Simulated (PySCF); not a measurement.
PySCF 2.14.0, HF/cc-pvtz, df: [SiH3][Si@@H]1[SiH2]CC=C1Cl, 16 atoms. The geometry is a generated start, not checked to be a minimum at this level.

task: energy
method: hf
basis: cc-pvtz
two-electron scheme: density fitting
mf.init_guess: minao (default)
mf.DIIS: CDIIS (default)
mf.diis_space: 8 (default)
mf.conv_tol: 1e-09 (default)
basis functions: 352

On 4 threads, 1 BLAS thread. Build: conda-forge: OpenMP (GNU), OpenBLAS with its own threads, libcint, Libxc. One run each, on a shared machine, so no times are given.

Values of mol.max_memory tried: 8000 MB, 4000 MB, 2000 MB, 1000 MB, 500 MB, 300 MB, 200 MB.

**Question.** What happens as the memory setting falls?

**Answer.** It runs down to 200 MB, the lowest tried, with the same result. At 8000 MB: fitted integrals in memory. From 500 MB down: fitted integrals in a file.

| mol.max_memory | path | peak memory |
|---|---|---|
| 8000 MB | fitted integrals in memory | 1.1 GiB |
| 4000 MB | fitted integrals in memory | 1.1 GiB |
| 2000 MB | fitted integrals in memory | 1.0 GiB |
| 1000 MB | fitted integrals in memory | 0.70 GiB |
| 500 MB | fitted integrals in a file | 0.30 GiB |
| 300 MB | fitted integrals in a file | 0.21 GiB |
| 200 MB | fitted integrals in a file | 0.18 GiB |

Peak memory is the kernel's count for the largest process, libraries included and scratch files not.
